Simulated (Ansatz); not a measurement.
# How far PBE and r2SCAN part for ZnS, x(Cd) = 0.833, 12 atoms, R3

Consider ZnS in the wurtzite structure (space group P6_3mc, No. 186; a = 3.8451 Å, c = 6.3057 Å).

(Cell as relaxed with PBE.)

Levels (all Ansatz, an electronic-structure program, PAW): PBE (420 eV, no spin-orbit coupling); r2SCAN (500 eV, no SOC).

Each level relaxes its own structure.

```csv
base,PBE,r2SCAN
volume per atom,20.18 Å³,19.59 Å³
lattice parameter a,3.845 Å,3.806 Å
band gap,2.08 eV,2.78 eV
```

The change: Cd replaces 83.3 % of the Zn, ordered in a cell of 12 atoms (starting symmetry R3) and fully relaxed.

```csv
quantity,PBE,r2SCAN
shift of the gap caused by the change,-0.88 eV,-1.04 eV
band gap,1.20 eV,1.74 eV
shortest interatomic distance,2.385 Å,2.359 Å
```

PBE's shift of the gap caused by the change lies 0.165 eV above r2SCAN's; PBE's band gap lies 0.535 eV below r2SCAN's; PBE's shortest interatomic distance lies 0.026 Å above r2SCAN's (1.1 %). Neither level is exact; r2SCAN is the comparison here, not a measurement.

Each cell is one ordered arrangement of few atoms, which overstates ordering effects compared with a random alloy. Whether these cells are dynamically stable was not tested.
